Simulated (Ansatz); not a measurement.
The parent structure is CdSe in the zinc blende structure (space group F-43m, No. 216; a = 6.0816 Å).

Calculations: PBEsol/PAW in Ansatz (a first-principles code), no SOC.

Before the change:

| Quantity | Value |
|---|---|
| Valley order | Γ 0.48 eV; X along ⟨100⟩ 3.01 eV |
| Shortest interatomic distance | 2.633 Å |

It is then changed as follows: cell and atoms relaxed at a pressure of 30 GPa.

Q: Predict the new valley order and shortest interatomic distance.

A: The valley order (the lowest conduction-band minima on the path, energy above the VBM, named in the base's zone) changes from Γ 0.48 eV; X along ⟨100⟩ 3.01 eV to Γ 0.99 eV; X along ⟨100⟩ 2.32 eV; the shortest interatomic distance drops by 0.243 Å to 2.390 Å.

The levels and masses belong to the bands next to the band gap. Load acts through the strain it causes; cell and atoms are relaxed under it. No phonon test of stability was made. Tetrahedral semiconductors of this kind turn to denser phases somewhere between about 1 and 50 GPa; those were not computed, so compressed cells here can lie past the real transition.
